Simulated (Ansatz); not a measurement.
Take BAs in the zinc blende structure (space group F-43m, No. 216; a = 4.7322 Å) as the base. Axes: x, y, z lie along the cube axes.

Structures relaxed with LDA in Ansatz (plane waves to 420 eV, PAW, without spin-orbit coupling).

Base:

Simulated powder pattern, Cu Kα1, λ = 1.54056 Å (kinematic, ideal powder, no thermal factors, no anomalous dispersion; the 14 strongest lines at most, above 2 %, up to 2θ = 90°):

| 2θ (°) | I/Imax (%) | hkl |
|---|---|---|
| 32.75 | 100 | (111) |
| 38.00 | 40 | (200) |
| 54.83 | 40 | (220) |
| 65.35 | 40 | (311) |
| 68.65 | 9.5 | (222) |
| 81.25 | 6.2 | (400) |

After one change:

Simulated powder pattern, Cu Kα1, λ = 1.54056 Å (kinematic, ideal powder, no thermal factors, no anomalous dispersion; the 14 strongest lines at most, above 2 %, up to 2θ = 90°):

```csv
2θ (°),I/Imax (%)
32.48,100
37.04,14
38.00,26
54.11,27
54.83,13
63.89,14
65.19,26
68.02,9.5
78.87,2.2
81.25,4.1
89.07,11
```

Question: Which of these changes matches the shifts?
A) uniaxial strain ε_zz = +1.50 %
B) uniaxial strain ε_zz = +0.50 %
C) uniaxial strain ε_zz = −0.50 %
D) uniaxial strain ε_zz = +2.50 %

Answer: D, uniaxial strain ε_zz = +2.50 %. Its volume per atom is 13.58 Å³ against 13.25 Å³, and its space group is I-4m2 (No. 119).

Stability against distortions was not tested.

Ansatz is an electronic-structure program.
